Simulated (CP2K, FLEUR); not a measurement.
A CP2K input for a self-consistent single point of Ca (Fm-3m, 1 atom in the cell) (DFT PBE, GPW, DZVP-MOLOPT-SR-GTH basis, GTH-PBE potentials (GTH_POTENTIALS)):

```
&GLOBAL
  PROJECT scf
  RUN_TYPE ENERGY_FORCE
  PRINT_LEVEL LOW
&END GLOBAL
&FORCE_EVAL
  METHOD Quickstep
  STRESS_TENSOR ANALYTICAL
  &DFT
    BASIS_SET_FILE_NAME BASIS_MOLOPT
    POTENTIAL_FILE_NAME GTH_POTENTIALS
    &QS
      METHOD GPW
      EPS_DEFAULT 1E-11
    &END QS
    &MGRID
      CUTOFF 500
      REL_CUTOFF 50
      NGRIDS 5
    &END MGRID
    &SCF
      SCF_GUESS ATOMIC
      EPS_SCF 1E-6
      MAX_SCF 100
      ADDED_MOS 4
      &DIAGONALIZATION
        ALGORITHM STANDARD
      &END DIAGONALIZATION
      &MIXING
        METHOD BROYDEN_MIXING
        ALPHA 0.3
        NBUFFER 8
        BETA 1.5
      &END MIXING
      &SMEAR ON
        METHOD GAUSSIAN
        SIGMA [eV] 0.272
      &END SMEAR
    &END SCF
    &KPOINTS
      SCHEME MONKHORST-PACK 10 10 10
      GAMMA_CENTERED T
    &END KPOINTS
    &XC
      &XC_FUNCTIONAL PBE
      &END XC_FUNCTIONAL
    &END XC
    &PRINT
      &MO
        EIGENVALUES T
        OCCUPATION_NUMBERS T
        NDIGITS 8
        FILENAME mo
        &EACH
          QS_SCF 0
        &END EACH
        ADD_LAST NUMERIC
      &END MO
      &MULLIKEN OFF
      &END MULLIKEN
    &END PRINT
  &END DFT
  &SUBSYS
    &CELL
      A 3.95381000 0.00000000 0.00000000
      B 1.97690500 3.42410000 0.00000000
      C 1.97690500 1.14136700 3.22827300
      PERIODIC XYZ
    &END CELL
    &COORD
      SCALED
      Ca       0.00000000     0.00000000     0.00000000
    &END COORD
    &KIND Ca
      BASIS_SET DZVP-MOLOPT-SR-GTH-q10
      POTENTIAL GTH-PBE-q10
    &END KIND
  &END SUBSYS
  &PRINT
    &FORCES ON
    &END FORCES
    &STRESS_TENSOR ON
    &END STRESS_TENSOR
  &END PRINT
&END FORCE_EVAL
```

Q: Give the FLEUR input for the same structure, mesh, smearing and functional.

A: One input that does it (others would too):

Input of the input generator:

```
Ca crystal
&input film=f /
0.0000000000 0.7071067812 0.7071067812
0.7071067812 -0.0000000000 0.7071067812
0.7071067812 0.7071067812 0.0000000000
7.4716184162
1.0 1.0 1.0

1
20 0.0000000000 0.0000000000 0.0000000000

&comp jspins=1 /
&kpt div1=10 div2=10 div3=10 gamma=t /
&end /
```

```xml
<?xml version="1.0" encoding="UTF-8" standalone="no"?>
<fleurInput fleurInputVersion="0.39">
   <comment>
      Ca crystal                                                                                          
   </comment>
   <calculationSetup>
      <cutoffs Kmax="4.0" Gmax="20.0" GmaxXC="20.0" numbands="0"/>
      <scfLoop itmax="60" minDistance="0.00001" maxIterBroyd="99" imix="Anderson" alpha="0.05" precondParam="0.0" spinf="2.0"/>
      <coreElectrons ctail="T" frcor="F" kcrel="0" coretail_lmax="0"/>
      <xcFunctional name="pbe" relativisticCorrections="F"/>
      <magnetism jspins="1"/>
      <soc l_soc="F" theta="0.0" phi="0.0" spav="F"/>
      <expertModes spex="0" secvar="F"/>
      <geometryOptimization l_f="T" forcealpha="1.0" forcemix="BFGS" epsdisp="0.00001" epsforce="0.00001"/>
      <ldaU l_linMix="F" mixParam="0.05" spinf="1.0"/>
   </calculationSetup>
   <cell>
      <bzIntegration valenceElectrons="10.0" mode="gauss" fermiSmearingEnergy="0.00999582">
         <kPointListSelection listName="default-1"/>
         <!-- k-points included here -->
         <xi:include xmlns:xi="http://www.w3.org/2001/XInclude" href="kpts.xml"> </xi:include>
      </bzIntegration>
      <!-- symmetry operations included here -->
      <xi:include xmlns:xi="http://www.w3.org/2001/XInclude" href="sym.xml"> </xi:include>
      <bulkLattice scale="1.0">
         <bravaisMatrix>
            <row-1>    0.0000000000000000     5.2832320486338240     5.2832320486338240</row-1>
            <row-2>    5.2832320486338240     0.0000000000000000     5.2832320486338240</row-2>
            <row-3>    5.2832320486338240     5.2832320486338240     0.0000000000000000</row-3>
         </bravaisMatrix>
      </bulkLattice>
   </cell>
   <atomSpecies>
      <species name="Calcium (Ca)" element="Ca" atomicNumber="20">
         <mtSphere radius="2.66" gridPoints="879" logIncrement="0.014"/>
         <atomicCutoffs lmax="7" lnonsphr="5"/>
         <electronConfig flipSpins="F">
            <coreConfig>(1s1/2) (2s1/2) (2p1/2) (2p3/2)</coreConfig>
            <valenceConfig>(3s1/2) (3p1/2) (3p3/2) (4s1/2)</valenceConfig>
         </electronConfig>
         <energyParameters s="4" p="3" d="3" f="4"/>
         <lo type="SCLO" l="0" n="3" eDeriv="0"/>
         <lo type="HELO" l="1" n="4" eDeriv="0"/>
         <lo type="HELO" l="1" n="4" eDeriv="1"/>
         <lo type="SCLO" l="2" n="3" eDeriv="2"/>
         <lo type="SCLO" l="3" n="4" eDeriv="2"/>
      </species>
   </atomSpecies>
   <atomGroups>
      <atomGroup species="Calcium (Ca)">
         <relPos label="                   1">.0000000000 .0000000000 .0000000000</relPos>
         <force calculate="T" relaxXYZ="TTT"/>
      </atomGroup>
   </atomGroups>
   <output dos="F" band="F" slice="F">
      <checks vchk="F" cdinf="F"/>
      <bandDOS minEnergy="-.5*Htr" maxEnergy="0.5*Htr" sigma="0.015" storeEVData="T"/>
      <vacuumDOS vacdos="F" integ="F" star="F" nstars="0" locx1="0.0" locy1="0.0" locx2="0.0" locy2="0.0" nstm="0" tworkf="0.0"/>
      <unfoldingBand unfoldBand="F" supercellX="1" supercellY="1" supercellZ="1"/>
      <plotting iplot="0" polar="F">
         <plot TwoD="T" vec1="  1.0  0.0  0.0" vec2="  0.0  1.0  0.0" vec3="  0.0  0.0  1.0" zero="  0.0  0.0  0.0" file="plot"/>
      </plotting>
      <chargeDensitySlicing numkpt="0" minEigenval="0.0" maxEigenval="0.0" nnne="0" pallst="F"/>
      <specialOutput eonly="F"/>
      <magneticCircularDichroism mcd="F" energyLo="-10.0" energyUp="0.0"/>
   </output>
  <!-- We include the file relax.xml here to enable relaxations (see documentation) -->
  <xi:include xmlns:xi="http://www.w3.org/2001/XInclude" href="relax.xml"> <xi:fallback/> </xi:include>
</fleurInput>
```

Basis, cutoffs, solver keys and any potentials are the target program's own. This input uses DFT, PBE, all-electron FLAPW (FLEUR), scalar-relativistic valence.

The starting cell comes from a database of computed structures (which also holds hypothetical and non-ambient phases and stackings), without a prior relaxation at this level. Its lattice was rescaled by a random factor within 2.5 % of one. For this run, on top of that: lattice scaled by 0.98.
